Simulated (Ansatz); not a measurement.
Worked example: self-consistent single point of Nb2AsC (P6_3/mmc, 8 atoms in the cell) in Ansatz (a first-principles code).

Computed with LDA (PW92), PAW files made with PBE (plane waves; Ansatz).

The change in words: lattice scaled by 0.98. Reference geometry:
```yaml
crystal:
  lattice:
    - [3.37738, 0.00000, 0.00000]
    - [-1.68869, 2.92490, 0.00000]
    - [0.00000, 0.00000, 12.00355]
  atoms:
    - { symbol: Nb, position: [0.33333, 0.66667, 0.40533] }
    - { symbol: Nb, position: [0.66667, 0.33333, 0.59467] }
    - { symbol: Nb, position: [0.66667, 0.33333, 0.90533] }
    - { symbol: Nb, position: [0.33333, 0.66667, 0.09467] }
    - { symbol: As, position: [0.66667, 0.33333, 0.25000] }
    - { symbol: As, position: [0.33333, 0.66667, 0.75000] }
    - { symbol: C, position: [0.00000, 0.00000, 0.50000] }
    - { symbol: C, position: [0.00000, 0.00000, 0.00000] }
```

Reference input (self-consistent single point, DFT, LDA (PW92), plane waves, PAW files made with PBE): kpoints.mp_grid.grid = 7 7 2; hamiltonian.xc = lda; hamiltonian.pseudopotentials = {kind: paw} (an earlier, softer set of the program's PAW files); scf.occupations.method = gaussian; scf.occupations.width = 0.0147 Ry. This run's input differs from it in these lines:

```diff
@@ -2,5 +2,5 @@
   lattice:
-    - [3.377383, 0.000000, 0.000000]
-    - [-1.688692, 2.924900, 0.000000]
-    - [0.000000, 0.000000, 12.003552]
+    - [3.309835, 0.000000, 0.000000]
+    - [-1.654918, 2.866402, 0.000000]
+    - [0.000000, 0.000000, 11.763481]
   atoms:
```

The program printed (abridged):

```
SCF iter   1: F=—  HF=-27815.785190 eV  |F-HF|=—  |Δ(HF+E_count)|=         —  Δρ=1.07e-1  dr2=2.44e1  ethr=3.10e-3  ⟨swp⟩=5.2  Hψ=3135  notcnv=0
all-band conjugate gradients solve this SCF's bands
preconditioner: auto → Kerker (q_TF=auto, 2.632 Å⁻¹)
SCF iter   2: F=—  HF=-27810.908706 eV  |F-HF|=—  |Δ(HF+E_count)|=    4.88e0  Δρ=4.08e-2  dr2=4.15e0  ethr=3.10e-3  ⟨swp⟩=2.9  Hψ=1472  notcnv=0  defer=34
   [... lines left out ...]
SCF iter   6: F=—  HF=-27809.873592 eV  |F-HF|=—  |Δ(HF+E_count)|=   3.39e-4  Δρ=2.63e-4  dr2=9.54e-5  ethr=4.42e-7  ⟨swp⟩=2.0  Hψ=1492  notcnv=0  defer=30
SCF iter   7: F=—  HF=-27809.873553 eV  |F-HF|=—  |Δ(HF+E_count)|=   3.99e-5  Δρ=8.05e-5  dr2=8.87e-6  ethr=1.06e-7  ⟨swp⟩=2.0  Hψ=1509  notcnv=0  defer=30
SCF iter   8: F=—  HF=-27809.873551 eV  |F-HF|=—  |Δ(HF+E_count)|=   1.53e-6  Δρ=1.28e-5  dr2=1.82e-7  ethr=9.86e-9  ⟨swp⟩=2.0  Hψ=1472  notcnv=0  defer=30
SCF iter   9: F=-27809.873551 eV  HF=-27809.873551 eV  |F-HF|=4.64e-9  |Δ(HF+E_count)|=   4.40e-8  Δρ=2.31e-6  dr2=5.97e-9  ethr=1.11e-10  ⟨swp⟩=10.3  Hψ=3714  notcnv=0
SCF 1 converged in 9 iterations: F = -27809.873551 eV  dr2 = 5.97e-9
Free energy (F): -27809.873551 eV
Internal energy: -27809.833265 eV  (E = F + TS)
E sigma→0 (E₀):  -27809.853408 eV
Entropy (-TS):   -0.040286 eV (-5.036 meV/atom)
Fermi energy:    17.553001 eV
--- Forces (eV/Å), atoms counted from 1 ---
  atom   1  Nb    -0.00000000     0.00000000     0.14220435
  atom   2  Nb     0.00000000     0.00000000    -0.14220435
  atom   3  Nb    -0.00000000     0.00000000     0.14220435
  atom   4  Nb    -0.00000000     0.00000000    -0.14220435
  atom   5  As     0.00000000     0.00000000     0.00000000
  atom   6  As    -0.00000000     0.00000000     0.00000000
  atom   7  C      0.00000000     0.00000000     0.00000000
  atom   8  C      0.00000000    -0.00000000    -0.00000000
--- Stress (GPa, compression-positive) ---
       -3.381940       0.000000       0.000000
        0.000000      -3.381940       0.000000
        0.000000       0.000000      -1.042641
  P = ⅓ Tr σ = -2.6022 GPa (-26.022 kbar)
  The stress holds the Pulay correction. Without it, at fixed plane waves, as pw.x and ABINIT print it: P = -2.6833 GPa
```

The run converged in 9 iterations. Against the reference run the free energy drops by 49.6 meV/atom, the pressure goes from -14.94 to -2.60 GPa and the largest force goes from 0.522 to 0.142 eV/Å.

The starting cell comes from a database of computed structures (which also holds hypothetical and non-ambient phases and stackings), without a prior relaxation at this level. Its lattice was rescaled by a random factor within 2.5 % of one. For this run, on top of that: lattice scaled by 0.98. Spin polarisation is off. Ansatz's pressure includes its estimate of the finite-basis (Pulay) stress.

Keys are those of Ansatz 0.2.
